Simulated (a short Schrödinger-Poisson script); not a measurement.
System: gated In0.52Al0.48As/In0.53Ga0.47As δ-doped gas in a quantum well, at 20 K.

```tsv
layer	material	thickness (nm)	Na (cm⁻³)
1	In0.52Al0.48As	10	-
2	In0.52Al0.48As	20	-
3	In0.53Ga0.47As	15	-
4	In0.52Al0.48As	4000	2e14
```

Constants are typed, rounded textbook-type inputs, not results; the design itself was drawn at random and stands for no fabricated device. In0.52Al0.48As: permittivity 12.5, conduction-band edge (eV) 0.52, gap (eV) 1.45, electron mass (mₑ) 0.075, Nv at 300 K (cm⁻³) 1.1e19. In0.53Ga0.47As: permittivity 13.9, conduction-band edge (eV) 0, gap (eV) 0.74, Nv at 300 K (cm⁻³) 7.7e18.

Channel valleys (confinement mass, in-plane density-of-states mass, number): Γ 0.041, 0.041, 1. At the gate the conduction-band edge of layer 1 lies 0.65 eV − eVg above the Fermi level of the channel; the field vanishes at the back. Sheet of ionised δ-doping: +1.7e12 e/cm² at 10 nm from the gate. The barrier under the gate holds no holes. Gaps are held at their typed values at every temperature. Mesh 0.08 nm at interfaces.

From a short Schrödinger-Poisson script (our own, NumPy): 1D Poisson equation in equilibrium, electrons quantum, Hartree plus LDA exchange-correlation (BenDaniel-Duke, 40 states a valley, the channel's in-plane mass for all, wave functions free to enter the barrier), parabolic valleys, classical holes, full ionisation, no traps, pinning or gate leakage.

Question: List the lowest subbands of each valley and their electrons at Vg = 0.4 V.

Answer: 
```tsv
valley	subband	energy from the Fermi level (meV)	electrons (cm⁻²)	share (%)
Γ	0	-50.2	8.59e11	100.0
Γ	1	30.2	< 1e6	0.0
Γ	2	162.7	< 1e6	0.0
```

All electrons: 8.59e11 cm⁻².
